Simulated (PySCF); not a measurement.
PySCF 2.14.0, B3LYP/def2-svp, df: Cd(OH)(k2OAc) (CC1[O][Cd]([OH])<-[O]=1), 10 atoms. The geometry is a generated start, not checked to be a minimum at this level.

task: energy
method: b3lyp
basis: def2-svp
mol.max_memory: 16000 MB
mf.max_cycle: 100
mf.DIIS: CDIIS (default)
mf.diis_space: 8 (default)
mf.grids.level: 3 (default)
effective core potentials: those of the basis set, past Kr
basis functions (base settings): 121
grid points (base settings): 132104

Hardware: Arm Neoverse V2, 96 cores on 1 socket, no SMT, 1 L3 cache group.

Each time is the median wall time of two to five repeats, run one at a time on the otherwise empty machine; start-up is included. Processes are pinned to neighbouring cores unless said otherwise. Build: PyPI wheel: OpenMP (GNU), a bundled serial OpenBLAS 0.3.3 under its C layer, NumPy's threaded OpenBLAS held to generic ARMv8 kernels, libcint, Libxc. Other compilers and libraries give other times. Scratch files lie in a memory file system.

First run (16 threads, 1 BLAS thread, two_electron_scheme = density fitting, mf.init_guess = minao (default), newton = off (default), mf.conv_tol = 1e-09 (default)):

```
    CPU time for setting up grids      0.20 sec, wall time      0.13 sec
    CPU time for vxc      1.38 sec, wall time      0.10 sec
    CPU time for cholesky_eri      0.35 sec, wall time      0.14 sec
    CPU time for df vj and vk      0.55 sec, wall time      0.16 sec
init E= -458.50700433096
    CPU time for initialize scf      3.70 sec, wall time      0.52 sec
    CPU time for vxc      1.19 sec, wall time      0.08 sec
    CPU time for df vj and vk      0.14 sec, wall time      0.01 sec
cycle= 1 E= -468.843696509364  delta_E= -10.3  |g|=  2.7  |ddm|= 5.73
    CPU time for cycle= 1      1.34 sec, wall time      0.10 sec
    CPU time for vxc      1.17 sec, wall time      0.08 sec
    CPU time for df vj and vk      0.14 sec, wall time      0.01 sec
cycle= 2 E= -382.903168728118  delta_E= 85.9  |g|= 11.9  |ddm|= 42.4
    CPU time for cycle= 2      1.33 sec, wall time      0.10 sec
    CPU time for vxc      1.16 sec, wall time      0.08 sec
    CPU time for df vj and vk      0.14 sec, wall time      0.01 sec
cycle= 3 E= -471.356107459668  delta_E= -88.5  |g|= 1.54  |ddm|= 41.6
    CPU time for cycle= 3      1.32 sec, wall time      0.10 sec
    CPU time for vxc      1.16 sec, wall time      0.08 sec
    CPU time for df vj and vk      0.15 sec, wall time      0.01 sec
...
    CPU time for df vj and vk      0.15 sec, wall time      0.01 sec
cycle= 11 E= -471.842159855212  delta_E= -1.52e-06  |g|= 0.000385  |ddm|= 0.00272
    CPU time for cycle= 11      1.36 sec, wall time      0.10 sec
    CPU time for vxc      1.19 sec, wall time      0.09 sec
    CPU time for df vj and vk      0.15 sec, wall time      0.01 sec
cycle= 12 E= -471.842159883665  delta_E= -2.85e-08  |g|= 0.00011  |ddm|= 0.000419
    CPU time for cycle= 12      1.35 sec, wall time      0.10 sec
    CPU time for vxc      1.20 sec, wall time      0.09 sec
    CPU time for df vj and vk      0.15 sec, wall time      0.01 sec
cycle= 13 E= -471.842159886464  delta_E= -2.8e-09  |g|= 2.81e-05  |ddm|= 0.000127
    CPU time for cycle= 13      1.36 sec, wall time      0.10 sec
    CPU time for vxc      1.19 sec, wall time      0.09 sec
    CPU time for df vj and vk      0.14 sec, wall time      0.01 sec
cycle= 14 E= -471.842159886661  delta_E= -1.97e-10  |g|= 9.86e-06  |ddm|= 3.85e-05
    CPU time for cycle= 14      1.36 sec, wall time      0.10 sec
    CPU time for vxc      1.20 sec, wall time      0.09 sec
    CPU time for df vj and vk      0.15 sec, wall time      0.01 sec
    CPU time for scf_cycle     23.90 sec, wall time      2.04 sec
    CPU time for SCF     23.90 sec, wall time      2.04 sec
converged SCF energy = -471.842159886659
SCF converged: True
wall of the SCF part: 2.042 s
```

Second run:

```
    CPU time for setting up grids      0.20 sec, wall time      0.13 sec
    CPU time for vxc      1.25 sec, wall time      0.09 sec
    CPU time for cholesky_eri      0.34 sec, wall time      0.14 sec
    CPU time for df vj and vk      0.49 sec, wall time      0.16 sec
init E= -318.274376750282
    CPU time for initialize scf      5.13 sec, wall time      0.59 sec
    CPU time for vxc      1.19 sec, wall time      0.08 sec
    CPU time for df vj and vk      0.15 sec, wall time      0.01 sec
cycle= 1 E= -143.077594212687  delta_E=  175  |g|= 17.8  |ddm|=  162
    CPU time for cycle= 1      1.34 sec, wall time      0.10 sec
    CPU time for vxc      1.16 sec, wall time      0.08 sec
    CPU time for df vj and vk      0.15 sec, wall time      0.01 sec
cycle= 2 E= -253.65076814173  delta_E= -111  |g|= 10.9  |ddm|=  164
    CPU time for cycle= 2      1.32 sec, wall time      0.10 sec
    CPU time for vxc      1.16 sec, wall time      0.08 sec
    CPU time for df vj and vk      0.14 sec, wall time      0.01 sec
cycle= 3 E= -296.764047273916  delta_E= -43.1  |g|= 12.5  |ddm|= 56.5
    CPU time for cycle= 3      1.32 sec, wall time      0.10 sec
    CPU time for vxc      1.16 sec, wall time      0.08 sec
    CPU time for df vj and vk      0.14 sec, wall time      0.01 sec
...
    CPU time for df vj and vk      0.14 sec, wall time      0.01 sec
cycle= 19 E= -471.842159884913  delta_E= -6.28e-08  |g|= 8.47e-05  |ddm|= 0.000559
    CPU time for cycle= 19      1.36 sec, wall time      0.10 sec
    CPU time for vxc      1.19 sec, wall time      0.09 sec
    CPU time for df vj and vk      0.15 sec, wall time      0.01 sec
cycle= 20 E= -471.842159884701  delta_E= 2.11e-10  |g|= 9.78e-05  |ddm|= 0.000137
    CPU time for cycle= 20      1.35 sec, wall time      0.10 sec
    CPU time for vxc      1.19 sec, wall time      0.09 sec
    CPU time for df vj and vk      0.15 sec, wall time      0.01 sec
cycle= 21 E= -471.842159886635  delta_E= -1.93e-09  |g|= 1.49e-05  |ddm|= 8.85e-05
    CPU time for cycle= 21      1.36 sec, wall time      0.10 sec
    CPU time for vxc      1.19 sec, wall time      0.09 sec
    CPU time for df vj and vk      0.15 sec, wall time      0.01 sec
cycle= 22 E= -471.842159886688  delta_E= -5.22e-11  |g|= 2.43e-06  |ddm|= 1.65e-05
    CPU time for cycle= 22      1.35 sec, wall time      0.11 sec
    CPU time for vxc      1.19 sec, wall time      0.09 sec
    CPU time for df vj and vk      0.15 sec, wall time      0.01 sec
    CPU time for scf_cycle     36.12 sec, wall time      2.92 sec
    CPU time for SCF     36.12 sec, wall time      2.92 sec
converged SCF energy = -471.842159886686
SCF converged: True
wall of the SCF part: 2.927 s
```

**Question.** Which of these changes turns the first timing block into the second?
A. mf.init_guess = atom
B. two_electron_scheme = exact four-centre integrals, newton = Hessian by the SCF's own integrals
C. mf.conv_tol = 1e-07 Hartree
D. mf.init_guess = 1e

**Answer.** D, mf.init_guess = 1e. The largest move is in exchange-correlation on the grid (vxc): 1.4 s to 2.1 s. The count of Fock builds goes from 16 to 24. The other changes gave 2.3 s (mf.init_guess = atom), 8.2 s (two_electron_scheme = exact four-centre integrals, newton = Hessian by the SCF's own integrals), 2.2 s (mf.conv_tol = 1e-07 Hartree), against 3.3 s here and 2.4 s at first.
